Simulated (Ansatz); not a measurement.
Results of r²SCAN-D4 (Ansatz, a first-principles code, PAW) for TiAl3 (I4/mmm, No. 139).

The input as run:

Ansatz 0.2 input:
```yaml
crystal:
  lattice:
    - [-1.9191344382, 1.9191344382, 4.2949259757]
    - [1.9191344382, -1.9191344382, 4.2949259757]
    - [1.9191344382, 1.9191344382, -4.2949259757]
  atoms:
    - { symbol: Ti, position: [0.0, 0.0, 0.0] }
    - { symbol: Al, position: [0.5, 0.5, 0.0] }
    - { symbol: Al, position: [0.75, 0.25, 0.5] }
    - { symbol: Al, position: [0.25, 0.75, 0.5] }
basis:
  ecutwfc: 560
  ecutrho_ratio: 4
  xc_grid: 3
kpoints:
  mp_grid: { grid: [20, 20, 20] }
hamiltonian:
  xc: r2scan
  dispersion: d4
  pseudopotentials: { kind: paw }
scf:
  occupations: { method: fermi_dirac, width: 0.05 }
output:
  forces: true
  stress: true
  eigenvalues: true
relax:
  f_tol: 0.004
  escape_saddle: false
  max_steps: 80
  cell: { stress_tol: 0.02, fix: [volume] }
```

Excerpt of the program's output:

```
Relaxation: its limit of steps is 80 (relax.max_steps)
Crystal: 4 atoms, lattice volume = 63.274 Å³
Basis set: ecut = 560 eV, 1945 PW (Γ), exchange–correlation on 120×120×120 points (27 copies of the dense FFT grid, shifted against one another)
Bands: 15, of which v1, the nominal top of the filled ones, is band 11 counted from 1 (10 counted from 0)
Symmetry: 16 space group operations
Space group: I4/mmm (ITA 139), of the structure as read, at distance tolerance 4.0e-5 Å
k-points: 641 of 8000
Functional: x = r2scan, c = r2scan; τ floored in thin density (d = 2e-4 eV/Å³)
SCF iter   1: F=—  HF=-4127.757618 eV  |F-HF|=—  |Δ(HF+E_count)|=         —  Δρ=1.26e-2  dr2=1.35e-1  dr2_τ=2.66e-2
SCF iter   2: F=—  HF=-4127.796272 eV  |F-HF|=—  |Δ(HF+E_count)|=   3.87e-2  Δρ=5.04e-3  dr2=1.96e-2  dr2_τ=3.63e-3
  ...
SCF 1 converged in 7 iterations: F = -4127.795166 eV  dr2 = 1.25e-8
Crystal: 4 atoms, lattice volume = 63.274 Å³
Initial density: handed on by an earlier stage of this run
SCF 2 converged in 5 iterations: F = -4127.795171 eV  dr2 = 9.36e-10
Crystal: 4 atoms, lattice volume = 63.274 Å³
SCF 3 converged in 4 iterations: F = -4127.795174 eV  dr2 = 3.39e-9
Crystal: 4 atoms, lattice volume = 63.274 Å³
SCF iter   4: F=—  HF=-4127.795175 eV  |F-HF|=—  |Δ(HF+E_count)|=  3.09e-11  Δρ=1.60e-7  dr2=1.87e-11  dr2_τ=8.09e-13
SCF iter   5: F=-4127.795175 eV  HF=-4127.795175 eV  |F-HF|=1.82e-12  |Δ(HF+E_count)|=    0.00e0  Δρ=2.76e-8  dr2=4.43e-13  dr2_τ=1.43e-14
SCF 4 converged in 5 iterations: F = -4127.795175 eV  dr2 = 4.43e-13
SCF converged after 5 iterations
Free energy (F): -4127.795175 eV
Internal energy: -4127.781836 eV  (E = F + TS)
E sigma→0 (E₀):  -4127.788505 eV
Fermi energy:    9.581387 eV
--- Forces (eV/Å), atoms counted from 1 ---
  atom   1  Ti    -0.00000000     0.00000000     0.00000000
  atom   2  Al    -0.00000000     0.00000000    -0.00000000
  atom   3  Al     0.00000000    -0.00000000     0.00000000
  atom   4  Al     0.00000000     0.00000000     0.00000000
--- Stress (GPa, compression-positive) ---
       -2.246260       0.000000      -0.000000
        0.000000      -2.246260      -0.000000
        0.000000       0.000000      -2.246194
  P = ⅓ Tr σ = -2.2462 GPa (-22.462 kbar)
```

The cell is one volume of an energy–volume scan, off the minimum.

The PAW data were made under PBE.
